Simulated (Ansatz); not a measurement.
## La2O3, pressure series

The parent structure is La2O3 (space group P-3m1, No. 164; a = 3.906 Å, c = 6.040 Å).

Cell and atoms are relaxed at each pressure.

All numbers come from PBEsol (Ansatz, a program for electronic structure, PAW, no spin-orbit coupling).

Candidates:
(a) pressure −2 GPa
(b) pressure 100 GPa
(c) pressure −1 GPa
(d) pressure 7 GPa
(e) pressure 15 GPa

Base values:

- c/a ratio: 1.546

Task: Order them by c/a ratio, highest first.

Result: (a) pressure −2 GPa (1.559), (c) pressure −1 GPa (1.552), (d) pressure 7 GPa (1.502), (e) pressure 15 GPa (1.453), (b) pressure 100 GPa (1.316)

Load acts through the strain it causes; cell and atoms are relaxed under it. Stability against distortions was not tested. No other phases were tried under pressure.
